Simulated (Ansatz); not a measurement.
Start from ZnO in the wurtzite structure (space group P6_3mc, No. 186).

Space group P6₃mc (No. 186); a = 3.2300 Å, b = 3.2300 Å, c = 5.2144 Å, α = 90.00°, β = 90.00°, γ = 120.00°

| atom | site | symmetry | x | y | z |
|---|---|---|---|---|---|
| Zn | 2b | 3m. | 0.3333 | 0.6667 | 0.0015 |
| O | 2b | 3m. | 0.3333 | 0.6667 | 0.3805 |

The values are results of plane-wave PAW DFT at the PBEsol level (Ansatz, a first-principles code, 420 eV), scalar-relativistic without spin-orbit coupling, not measurements.

Before the change:

```
Property                              Value
---------------------  --------------------
Valence-band top at Γ  0.00, 0.00, -0.10 eV
Volume per atom                    11.78 Å³
c/a ratio                             1.614
Band gap                            0.70 eV
```

It is then changed as follows: a hydrostatic pressure of 30 GPa.

Question: What happens to the valence-band top at Γ?

Answer: The valence-band top at Γ (three highest levels, from the VBM) becomes 0.00, 0.00, -0.15 eV (base: 0.00, 0.00, -0.10 eV).

Question: What does the calculation give for the volume per atom after the change?

Answer: The volume per atom decreases by 1.63 Å³, from 11.78 Å³ to 10.15 Å³.

Question: Estimate the effect on the c/a ratio.

Answer: The c/a ratio increases by 0.004, from 1.614 to 1.618.

Question: What does the calculation give for the band gap after the change?

Answer: The band gap grows by 0.20 eV to 0.90 eV.

Load acts through the strain it causes; cell and atoms are relaxed under it. Whether these cells are dynamically stable was not tested. Measured, ZnO leaves this structure (for rock salt) near 9.1 GPa (temperature not stated; as listed in Datta, Sujoy, Jana, Debnarayan, arXiv (2020)), on rising pressure, with hysteresis.
